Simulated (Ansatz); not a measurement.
For IrO$_{2}$ in the rutile structure at 475 K, the quasi-harmonic free energy with DFT at the PBEsol level (Ansatz, a first-principles code) gives a volume expansion coefficient α_V = 13.90 × 10⁻⁶ K⁻¹, an isothermal bulk modulus B_T = 276.6 GPa, a molar volume V_m = 19.170 cm³/mol and C_V = 65.12 J/(mol K). The cell was generated from a structure type, relaxed within its symmetry, and need not be the phase found at ambient conditions. The run noted for some of its cells that some bands missed the eigensolver's tolerance. Spin-orbit coupling is not included.

Problem. Work out the Grüneisen parameter, C_P and the adiabatic bulk modulus.

Solution. γ = α_V B_T V_m / C_V = 1.13. C_P − C_V = α_V² B_T V_m T = 0.49 J/(mol K), so C_P = 65.61 J/(mol K). B_S = B_T C_P/C_V = B_T (1 + α_V γ T) = 278.7 GPa.

The PAW data sets were generated under PBE and serve the other functionals too.
